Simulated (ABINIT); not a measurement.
# Worked example: self-consistent single point of FeO (Fm-3m, 4 atoms in the cell) in ABINIT

Level of theory: PBE, PAW (JTH v2.0 PBE PAW) (plane waves; ABINIT).

Input as run:

```
# FeO, JTH v2.0 PBE PAW
pp_dirpath "./"
pseudos "Fe.GGA_PBE-JTH.xml, O.GGA_PBE-JTH.xml"
acell 3*1.0
rprim
         8.2086981648    4.1043490824    4.1043490824
         4.1043490824    8.2086981648    4.1043490824
         4.1043490824    4.1043490824    8.2086981648
natom 4
ntypat 2
znucl 26 8
typat 1 1 2 2
xred
         0.0000000000    0.0000000000    0.0000000000
         0.5000000000    0.5000000000    0.5000000000
         0.2500000000    0.2500000000    0.2500000000
         0.7500000000    0.7500000000    0.7500000000
chkprim 0
ecut 30
pawecutdg 60
pawxcdev 0
ixc 11
nsppol 2
spinat
      0 0 4
      0 0 -4
      0 0 0
      0 0 0
occopt 3
tsmear 0.02 eV
nband 29
kptopt 1
ngkpt 7 7 7
nshiftk 1
shiftk 0 0 0
nstep 100
tolvrs 1.0e-12
prtwf 0
prtden 0
enunit 2
```

The program printed (abridged):

```
 Magnetic group, Shubnikov type IV
 Fedorov space group R-3 m (#166)
 Magnetic Bravais lattice hR_I (rhombohedral, centered magnetic, #31)

 -outvars: echo values of preprocessed input variables --------
            acell      1.0000000000E+00  1.0000000000E+00  1.0000000000E+00 Bohr
          chkprim           0
             ecut      3.00000000E+01 Hartree
           enunit           2
              ixc          11
         kptrlatt        7    0    0      0    7    0      0    0    7
          kptrlen      4.06309830E+01
            natom           4
            nband          29
            ngfft          50      50      50
          ngfftdg          72      72      72
             nkpt          44
           nspden           2
           nsppol           2
            nstep         100
             nsym          24
           ntypat           2
           occopt           3
        pawecutdg      6.00000000E+01 Hartree
         pawxcdev           0
            rprim      8.2086981648E+00  4.1043490824E+00  4.1043490824E+00
                       4.1043490824E+00  8.2086981648E+00  4.1043490824E+00
                       4.1043490824E+00  4.1043490824E+00  8.2086981648E+00
          spgroup         166
           spinat      0.0000000000E+00  0.0000000000E+00  4.0000000000E+00
                       0.0000000000E+00  0.0000000000E+00 -4.0000000000E+00
                       0.0000000000E+00  0.0000000000E+00  0.0000000000E+00
                       0.0000000000E+00  0.0000000000E+00  0.0000000000E+00
           tolvrs      1.00000000E-12
           tsmear      7.34986508E-04 Hartree
            typat      1  1  2  2
           useylm           1
             xred      0.0000000000E+00  0.0000000000E+00  0.0000000000E+00
                       5.0000000000E-01  5.0000000000E-01  5.0000000000E-01
                       2.5000000000E-01  2.5000000000E-01  2.5000000000E-01
   [... lines left out ...]
            znucl       26.00000    8.00000

== DATASET  1 ==================================================================

 Exchange-correlation functional for the present dataset will be:
  GGA: Perdew-Burke-Ernzerhof functional - ixc=11
 Citation for XC functional:
  J.P.Perdew, K.Burke, M.Ernzerhof, PRL 77, 3865 (1996)

 Real(R)+Recip(G) space primitive vectors, cartesian coordinates (Bohr,Bohr^-1):
 R(1)=  8.2086982  4.1043491  4.1043491  G(1)=  0.1827330 -0.0609110 -0.0609110
 R(2)=  4.1043491  8.2086982  4.1043491  G(2)= -0.0609110  0.1827330 -0.0609110
 R(3)=  4.1043491  4.1043491  8.2086982  G(3)= -0.0609110 -0.0609110  0.1827330
 Unit cell volume ucvol=  2.7656223E+02 bohr^3
 Angles (23,13,12)=  3.35573098E+01  3.35573098E+01  3.35573098E+01 degrees

 Coarse grid specifications (used for wave-functions):

 getcut: wavevector=  0.0000  0.0000  0.0000  ngfft=  50  50  50
         ecut(hartree)=     30.000   => boxcut(ratio)=   2.01729

 Fine grid specifications (used for densities):

 getcut: wavevector=  0.0000  0.0000  0.0000  ngfft=  72  72  72
         ecut(hartree)=     60.000   => boxcut(ratio)=   2.05386

   3.13912831E+03                                ecore*ucvol(ha*bohr**3)

_setup2: Arith. and geom. avg. npw (full set) are    2169.904    2169.890
--- !BeginCycle
solver: {iscf: 17, nstep: 100, nline: 4, wfoptalg: 10, }
tolerances: {tolvrs: 1.00E-12, }
...

     iter   Etot(hartree)     deltaE(h) residm    nres2    magn
 ETOT  1  -277.55662120800    -2.78E+02 2.23E+01 2.72E+03 0.089
 ETOT  2  -285.30217749172    -7.75E+00 2.72E-01 1.38E+04 0.007
 ETOT  3  -281.11593559565     4.19E+00 1.25E+00 3.99E+02 0.036
 ETOT  4  -281.14192625765    -2.60E-02 1.77E-01 1.54E+02 0.688
 ETOT  5  -281.26057292914    -1.19E-01 5.37E-02 1.54E+03 2.000
 ETOT  6  -281.16126268471     9.93E-02 7.20E-02 2.50E+02 1.679
   [... 30 lines left out ...]
 ETOT 37  -281.14883882589     4.49E-12 1.82E-05 9.03E-11 0.000
 ETOT 38  -281.14883882589     1.14E-13 4.61E-05 2.72E-10 0.000
 ETOT 39  -281.14883882589    -1.14E-12 1.24E-05 4.17E-11 0.000
 ETOT 40  -281.14883882590    -4.89E-12 3.12E-05 1.55E-12 0.000
 ETOT 41  -281.14883882589     3.69E-12 8.36E-06 2.27E-13 0.000
 At SCF step   41       nres2   =  2.27E-13 < tolvrs=  1.00E-12 =>converged.

 Cartesian components of stress tensor (hartree/bohr^3)
  sigma(1 1)=  2.19834136E-04  sigma(3 2)= -1.05196795E-04
  sigma(2 2)=  2.19834136E-04  sigma(3 1)= -1.05196795E-04
  sigma(3 3)=  2.19834136E-04  sigma(2 1)= -1.05196795E-04

 Integrated electronic and magnetization densities in atomic spheres:
 Radius=ratsph(iatom), smearing ratsm=  0.0000. Diff(up-dn)=approximate z local magnetic moment.
 Atom    Radius    up_density   dn_density  Total(up+dn)  Diff(up-dn)
    1   2.11532     8.786445     5.356610     14.143055     3.429836
    2   2.11532     5.356610     8.786445     14.143055    -3.429836
    3   1.41465     2.258221     2.258221      4.516441     0.000000
    4   1.41465     2.258221     2.258221      4.516441     0.000000
  Sum:             18.659496    18.659496     37.318993    -0.000000
 Total magnetization (from the atomic spheres):            -0.000000
 Total magnetization (exact up - dn):                      -0.000000

 ----iterations are completed or convergence reached----

 reduced coordinates (array xred) for    4 atoms
       0.000000000000      0.000000000000      0.000000000000
       0.500000000000      0.500000000000      0.500000000000
       0.250000000000      0.250000000000      0.250000000000
       0.750000000000      0.750000000000      0.750000000000
 cartesian forces (eV/Angstrom) at end:
    1     -0.00000000000000    -0.00000000000000    -0.00000000000000
    2     -0.00000000000000    -0.00000000000000    -0.00000000000000
    3     -0.00000000000000    -0.00000000000000    -0.00000000000000
    4     -0.00000000000000    -0.00000000000000    -0.00000000000000
 frms,max,avg= 0.0000000E+00 0.0000000E+00   0.000E+00  0.000E+00  0.000E+00 e/A
 length scales=  1.000000000000  1.000000000000  1.000000000000 bohr
              =  0.529177208590  0.529177208590  0.529177208590 angstroms
 Fermi (or HOMO) energy (hartree) =   0.29822   Average Vxc (hartree)=  -0.43400
 Magnetization (Bohr magneton)=  1.72370598E-08
 Total spin up =  2.20000000E+01   Total spin down =  2.20000000E+01
   [... lines left out ...]
 Fermi (or HOMO) energy (eV) =   8.11499   Average Vxc (eV)= -11.80984
   [... lines left out ...]
 prteigrs : prtvol=0 or 1, do not print more k-points.

 Eigenvalues (   eV  ) for nkpt=  44  k points, SPIN DOWN:
 kpt#   1, nband= 29, wtk=  0.00292, kpt=  0.0000  0.0000  0.0000 (reduced coord)
 -81.55847  -77.57115  -47.69189  -47.56282  -47.56282  -43.73810  -43.70142  -43.70142
 -12.34726  -11.23336   -0.21134    2.12483    2.12483    4.45799    4.46174    4.46174
   4.86623    4.88938    4.88938    5.94565    5.94565    7.99457    7.99457    8.30902
   8.39847   10.00000   10.00000   12.23310   16.78277
 prteigrs : prtvol=0 or 1, do not print more k-points.

--- !EnergyTerms
comment             : Components of total free energy in Hartree
kinetic             :  3.92572270830563E+01
hartree             :  6.14900948041468E+01
xc                  : -1.25539162216820E+01
Ewald energy        : -1.88581478872010E+02
psp_core            :  1.13505316053219E+01
local_psp           : -1.71974945889075E+02
spherical_terms     : -2.01361279366329E+01
internal            : -2.81148615426875E+02
'-kT*entropy'       : -2.23413801860544E-04
total_energy        : -2.81148838840677E+02
total_energy_eV     : -7.65044897548693E+03
...

-Cartesian components of stress tensor (GPa)         [Pressure= -6.4677E+00 GPa]
- sigma(1 1)=  6.46774249E+00  sigma(3 2)= -3.09499604E+00
- sigma(2 2)=  6.46774249E+00  sigma(3 1)= -3.09499604E+00
- sigma(3 3)=  6.46774249E+00  sigma(2 1)= -3.09499604E+00

 Calculation completed.
```

The run converged in 41 iterations.

The starting cell has typed, rounded lattice constants, without a prior relaxation at this level. Its lattice was rescaled by a random factor within 2.5 % of one. The magnetic order is the one reached from the typed start; others were not searched systematically. With a pressure of about -6 GPa the cell is away from its equilibrium volume at this level.

Cost on one core of a shared machine: roughly 20 min.
